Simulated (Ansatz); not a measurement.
**BaTe in the rock salt structure (space group Fm-3m, No. 225)**

```xyz
2
Lattice="0.0000 3.5322 3.5322 3.5322 0.0000 3.5322 3.5322 3.5322 0.0000" Properties=species:S:1:pos:R:3 pbc="T T T"
Ba     0.0000     0.0000     0.0000
Te     3.5322     3.5322     3.5322
```

Method: PBE (Ansatz, a program for electronic structure), no spin-orbit coupling. Γ-centred 8×8×8 mesh, Fermi–Dirac width 0.05 eV.

The volume per atom comes out as 44.07 Å³, the density comes out as 4.99 g/cm³ and the band gap comes out as 1.66 eV, indirect, Γ → X. The electron mass is 1.3 mₑ along k, 0.28 mₑ across. The hole mass (degenerate bands, along [100]) is 0.16, 1.3, 1.3 mₑ. The lowest conduction-band minima above the VBM comes out as X along ⟨100⟩ 1.66 eV; Γ 2.87 eV. The total energy is -6466.569 eV/atom (σ→0; compares only within this code and set-up).

Spin-orbit coupling, missing from the scalar runs, can matter with Te. Masses are band curvatures over ±0.01 Å⁻¹ around the edge. Along k means along the line from Γ to the band edge. No phonon test of stability was made.
